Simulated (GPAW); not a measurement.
Input and output of a self-consistent single point for IrRu (P1, 2 atoms in the cell) (GPAW).

Level of theory: PBEsol, GPAW PAW datasets PBEsol (made by gpaw-setup) (plane waves; GPAW).

The change in words: lattice scaled by 0.98. Reference geometry:
```xyz
2
Lattice="2.7249 0.0000 0.0000 -1.3625 2.3598 0.0000 0.0000 0.0000 4.3307" Properties=species:S:1:pos:R:3 pbc="T T T"
Ru     1.2917     0.7958     0.0187
Ir     0.0707    -0.0092     2.1467
```

Reference input (self-consistent single point, DFT PBEsol, plane waves, GPAW PAW datasets PBEsol (made by gpaw-setup)): mode = pw; ecut = 550 eV; xc = PBEsol; kpts = 11 11 6; mesh shift (steps) = 0 0 0; occupations.name = fermi-dirac; occupations.width = 0.136 eV; nbands = -10; convergence.density = 1e-05 e/electron; symmetry.symmorphic = false; symmetry.tolerance = 0.0005; maxiter = 150. This run's input differs from it in these lines:

```diff
@@ -5,5 +5,5 @@
 atoms = Atoms(['Ru', 'Ir'],
-              cell=[[2.724910, 0.000000, 0.000000],
-                    [-1.362455, 2.359841, 0.000000],
-                    [0.000000, 0.000000, 4.330700]],
+              cell=[[2.670412, 0.000000, 0.000000],
+                    [-1.335206, 2.312644, 0.000000],
+                    [0.000000, 0.000000, 4.244086]],
               scaled_positions=[[0.642657, 0.337239, 0.004315],
```

Output (repeated stretches shortened):

```
     iter     time        total  log10-change:
                         energy   eigst   dens
iter:   1 --:--:--   -21.876496
iter:   2 --:--:--   -21.451160   -1.50  -1.37
iter:   3 --:--:--   -21.012312   -2.30  -1.41
iter:   4 --:--:--   -20.713247   -2.26  -1.51
iter:   5 --:--:--   -20.730239   -2.08  -1.79
iter:   6 --:--:--   -20.682689   -2.57  -1.99
iter:   7 --:--:--   -20.668810   -3.40  -2.45
iter:   8 --:--:--   -20.668488c  -4.87  -3.12
iter:   9 --:--:--   -20.668039c  -5.41  -3.10
iter:  10 --:--:--   -20.668256c  -4.93  -3.13
iter:  11 --:--:--   -20.668077c  -5.27  -3.61
iter:  12 --:--:--   -20.668078c  -6.59  -3.76
iter:  13 --:--:--   -20.668075c  -7.28  -3.78
iter:  14 --:--:--   -20.668055c  -6.29  -3.80
iter:  15 --:--:--   -20.668054c  -8.08c -4.11
iter:  16 --:--:--   -20.668055c  -6.92  -4.16
iter:  17 --:--:--   -20.668054c  -7.97c -4.62
iter:  18 --:--:--   -20.668054c  -8.98c -4.77
iter:  19 --:--:--   -20.668054c  -8.85c -4.84
iter:  20 --:--:--   -20.668054c  -8.23c -4.91
iter:  21 --:--:--   -20.668054c  -9.21c -5.45c
Converged after 21 iterations.

Dipole moment: (1.727657, -1.623575, -0.494947) |e|*Ang

Energy contributions relative to reference atoms: (reference = -607529.920567)

Kinetic:        +14.157022
Potential:      -15.078039
External:        +0.000000
XC:             -19.179393
Entropy (-ST):   -0.098170
Local:           -0.518559
SIC:             +0.000000
--------------------------
Free energy:    -20.717139
Extrapolated:   -20.668054

Showing only first 2 kpts
 Kpt  Band  Eigenvalues  Occupancy
  0    13     12.78224    2.00000
  0    14     12.99852    2.00000
  0    15     13.64161    1.99999
  0    16     15.51667    0.50108

  1    13     12.61949    2.00000
  1    14     13.26339    2.00000
  1    15     14.06467    1.99986
  1    16     14.50436    1.99650

Fermi level: 15.36765

No gap
No difference between direct/indirect transitions
Energy (eV): -20.668054

Forces in eV/Ang:
  0 Ru    1.17263   -0.20835   -0.63811
  1 Ir   -1.17251    0.20839    0.63824

Stress tensor:
    -0.104303    -0.015245     0.007413
    -0.015245    -0.106075    -0.000006
     0.007413    -0.000006    -0.129968
Stress (GPa, Voigt): [-1.67112e+01 -1.69951e+01 -2.08232e+01 -9.00000e-04  1.18760e+00
 -2.44260e+00]
```

The run converged in 21 iterations. GPAW prints stress with tension positive. Against the reference run the free energy goes up by 31.4 meV/atom, the pressure goes from -5.43 to 18.18 GPa and the largest force goes from 1.112 to 1.351 eV/Å.

The starting cell comes from a database of computed structures (which also holds hypothetical and non-ambient phases and stackings), without a prior relaxation at this level. Its atoms were displaced at random from the sites of space group no. 187. For this run, on top of that: lattice scaled by 0.98. Spin polarisation is off. With a pressure of about 18 GPa the cell is away from its equilibrium volume at this level. Forces in this geometry exceed 1 eV/Å.

Cost on one core of a shared machine: roughly 5 min.
